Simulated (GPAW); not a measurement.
## Sensitivity of a calculation on Hf2CuSb3 (P-4m2, 6 atoms in the cell) to its settings

```cif
data_CuHf2Sb3
_chemical_formula_sum 'Sb3 Cu1 Hf2'
_space_group_name_H-M_alt 'P 1'
_space_group_IT_number 1
_cell_length_a 3.92160
_cell_length_b 3.92160
_cell_length_c 8.59470
_cell_angle_alpha 90.000
_cell_angle_beta 90.000
_cell_angle_gamma 90.000
loop_
_space_group_symop_operation_xyz
  'x, y, z'
loop_
_atom_site_label
_atom_site_type_symbol
_atom_site_fract_x
_atom_site_fract_y
_atom_site_fract_z
_atom_site_occupancy
Sb1 Sb 0.50000 0.50000 0.00000 1
Cu1 Cu 0.00000 0.00000 0.00000 1
Hf1 Hf 0.00000 0.50000 0.73400 1
Hf2 Hf 0.50000 0.00000 0.26600 1
Sb2 Sb 0.00000 0.50000 0.38200 1
Sb3 Sb 0.50000 0.00000 0.61800 1
```

Base run A: GPAW with PBEsol, GPAW PAW datasets PBEsol (made by gpaw-setup), self-consistent single point.

Its settings: mode = pw; ecut = 850 eV; xc = PBEsol; kpts = 5 5 3; mesh shift (steps) = 0 0 0; occupations.name = methfessel-paxton; occupations.width = 0.1 eV; occupations.order = 0; nbands = -12; convergence.density = 1e-05 e/electron; symmetry.symmorphic = false; symmetry.tolerance = 0.0005; maxiter = 120.

The starting cell comes from a database of published, mostly measured structures (it also holds non-ambient and calculated ones), without a prior relaxation at this level. Spin polarisation is off. In the base run, with a pressure of about -5 GPa the cell is away from its equilibrium volume at this level.

ΔF is the free energy per atom less that of run A. 

Run A gave: pressure (GPa) -4.55; largest force (eV/Å) 0.322; k-points 12.

Runs:
- B: convergence.density: 1e-05 e/electron → 0.0005 e/electron; convergence.energy: default → 0.0001 eV/electron; convergence.eigenstates: default → 1e-08
- C: parallel starting moments (0 1 0 0 0 0 μB); spinpol: default → true
- D: ecut: 850 eV → 595 eV
- E: kpts: 5 5 3 → 6 6 3; occupations.width: 0.1 eV → 0.3 eV
- F: convergence.density: 1e-05 e/electron → 1e-06 e/electron; convergence.energy: default → 5e-06 eV/electron; convergence.eigenstates: default → 4e-12
- G: eigensolver: default → {name: davidson, niter: 3}
- H: mixer.beta: default → 0.05; mixer.weight: default → 20

### Question
What does run D change against A?

### Answer
The free energy rises by 6.6 meV/atom, the pressure hardly changes (-4.55 to -4.53 GPa) and the largest force moves little (0.322 to 0.321 eV/Å).

### Question
What does run E change against A?

### Answer
The free energy drops by 8.4 meV/atom, the pressure moves little (-4.55 to -4.53 GPa) and the largest force goes from 0.322 to 0.375 eV/Å.

```tsv
run	ΔF (meV/atom)	pressure (GPa)	largest force (eV/Å)	k-points
A	0.00	-4.55	0.322	12
B	0.00	-4.55	0.318	12
C	0.00	-4.55	0.323	12
D	6.6	-4.53	0.321	12
E	-8.4	-4.53	0.375	20
F	0.00	-4.55	0.322	12
G	0.00	-4.55	0.324	12
H	0.00	-4.55	0.323	12
```
